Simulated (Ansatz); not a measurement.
A self-consistent single point of MgH2 (P4_2/mnm, 6 atoms in the cell) with Ansatz (an electronic-structure program).

Method: PBE, PAW files (plane waves; Ansatz).

The change in words: lattice scaled by 0.98. Reference geometry:
```xyz
6
Lattice="4.4588 0.0000 0.0000 0.0000 4.4588 0.0000 0.0000 0.0000 2.9806" Properties=species:S:1:pos:R:3 pbc="T T T"
Mg     2.2294     2.2294     1.4903
Mg     0.0000     0.0000     0.0000
H      3.1014     3.1014     0.0000
H      1.3574     1.3574     0.0000
H      3.5868     0.8720     1.4903
H      0.8720     3.5868     1.4903
```

Reference input (self-consistent single point, DFT, PBE, plane waves, PAW files): basis.ecutwfc = 420 eV; kpoints.mp_grid.grid = 8 8 11; hamiltonian.xc = pbe; hamiltonian.pseudopotentials = {kind: paw} (the program's default PAW files); scf.occupations.method = fermi_dirac; scf.occupations.width = 0.01 eV. This run's input differs from it in these lines:

```diff
@@ -3,5 +3,5 @@
   lattice:
-    - [4.45878300, 0.00000000, 0.00000000]
-    - [0.00000000, 4.45878300, 0.00000000]
-    - [0.00000000, 0.00000000, 2.98057000]
+    - [4.36960700, 0.00000000, 0.00000000]
+    - [0.00000000, 4.36960700, 0.00000000]
+    - [0.00000000, 0.00000000, 2.92095900]
   atoms:
```

The program printed (abridged):

```
SCF iter   1: F=—  HF=-3913.146237 eV  |F-HF|=—  |Δ(HF+E_count)|=         —  Δρ=8.53e-2  dr2=3.36e0  ethr=3.10e-3  ⟨swp⟩=6.0  Hψ=8248  notcnv=0
all-band conjugate gradients solve this SCF's bands
preconditioner: auto → none
SCF iter   2: F=—  HF=-3912.189908 eV  |F-HF|=—  |Δ(HF+E_count)|=   9.56e-1  Δρ=2.86e-2  dr2=4.06e-1  ethr=3.10e-3  ⟨swp⟩=2.0  Hψ=3073  notcnv=0  defer=158
SCF iter   3: F=—  HF=-3912.086025 eV  |F-HF|=—  |Δ(HF+E_count)|=   1.04e-1  Δρ=2.42e-3  dr2=1.17e-3  ethr=1.69e-3  ⟨swp⟩=2.0  Hψ=2204  notcnv=0  defer=158
SCF iter   4: F=—  HF=-3912.087980 eV  |F-HF|=—  |Δ(HF+E_count)|=   1.96e-3  Δρ=3.95e-4  dr2=3.48e-5  ethr=4.89e-6  ⟨swp⟩=2.3  Hψ=2247  notcnv=0  defer=158
SCF iter   5: F=—  HF=-3912.088158 eV  |F-HF|=—  |Δ(HF+E_count)|=   1.78e-4  Δρ=2.03e-5  dr2=1.25e-7  ethr=1.45e-7  ⟨swp⟩=2.8  Hψ=2422  notcnv=0  defer=158
SCF iter   6: F=-3912.088159 eV  HF=-3912.088159 eV  |F-HF|=1.40e-9  |Δ(HF+E_count)|=   2.21e-7  Δρ=2.19e-6  dr2=1.36e-9  ethr=4.17e-10  ⟨swp⟩=10.1  Hψ=8041  notcnv=0
SCF 1 converged in 6 iterations: F = -3912.088159 eV  dr2 = 1.36e-9
Free energy (F): -3912.088159 eV
Internal energy: -3912.088159 eV  (E = F + TS)
E sigma→0 (E₀):  -3912.088159 eV
Fermi energy:    4.428130 eV
--- Forces (eV/Å), atoms counted from 1 ---
  atom   1  Mg     0.00000000     0.00000000     0.00000000
  atom   2  Mg     0.00000000    -0.00000000     0.00000000
  atom   3  H      0.02382109     0.02382109     0.00000000
  atom   4  H     -0.02382109    -0.02382109     0.00000000
  atom   5  H     -0.02382109     0.02382109     0.00000000
  atom   6  H      0.02382109    -0.02382109     0.00000000
--- Stress (GPa, compression-positive) ---
        5.229433       0.000000       0.000000
        0.000000       5.229433       0.000000
        0.000000       0.000000       7.145646
  P = ⅓ Tr σ = 5.8682 GPa (58.682 kbar)
  The stress holds the Pulay correction. Without it, at fixed plane waves, as pw.x and ABINIT print it: P = 5.7567 GPa
```

The run converged in 6 iterations. Against the reference run the free energy rises by 13.9 meV/atom, the pressure goes from 1.98 to 5.87 GPa, the largest force goes from 0.011 to 0.034 eV/Å and the gap on the mesh goes from 3.891 to 3.994 eV.

The starting cell comes from a database of computed structures (which also holds hypothetical and non-ambient phases and stackings), without a prior relaxation at this level. Its lattice was rescaled by a random factor within 2.5 % of one. For this run, on top of that: lattice scaled by 0.98. With a pressure of about 6 GPa the cell is away from its equilibrium volume at this level. Ansatz's pressure includes its estimate of the finite-basis (Pulay) stress.

Keys are those of Ansatz 0.2.
